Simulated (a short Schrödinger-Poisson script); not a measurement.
Solved with a short Schrödinger-Poisson script written for these runs: 1D Poisson equation in equilibrium, electrons quantum, Hartree (BenDaniel-Duke, 12 states a valley, the channel's in-plane mass for all, wave functions ending at the dielectric), parabolic valleys, classical holes, full ionisation, no traps, pinning or gate leakage.

Structure: symmetric double-gate stack, SiO2 on p-type Si(100), at 77 K.

From the gate side: 3.1 nm SiO2; 4 nm Si, acceptors 9e17 cm⁻³; 3.1 nm SiO2.

Constants are typed, rounded textbook-type inputs, not results; the design itself was drawn at random and stands for no fabricated device. SiO2: permittivity 3.9, conduction-band edge (eV) 3.15, gap (eV) 9, electron mass (mₑ) 0.5. Si: permittivity 11.7, conduction-band edge (eV) 0, gap (eV) 1.124, Nv at 300 K (cm⁻³) 3.1e19.

Channel valleys (confinement mass, in-plane density-of-states mass, number): Δ2 0.916, 0.19, 2; Δ4 0.19, 0.417, 4. At the gates, both at one voltage, the conduction-band edge of layer 1 lies 3.41 eV − eVg above the Fermi level of the channel. Gaps are held at their typed values at every temperature. Mesh 0.03 nm at interfaces.

Question: Give the sheet density of all electrons at Vg = 1.7 V (cm⁻²); the lowest subband against the Fermi level at Vg = 1.7 V (meV); the sheet density of all electrons at Vg = 0.5 V (cm⁻²).

Answer: sheet density of all electrons at Vg = 1.7 V (cm⁻²): 1.64e13; lowest subband against the Fermi level at Vg = 1.7 V (meV): -77.6; sheet density of all electrons at Vg = 0.5 V (cm⁻²): 2.15e12.
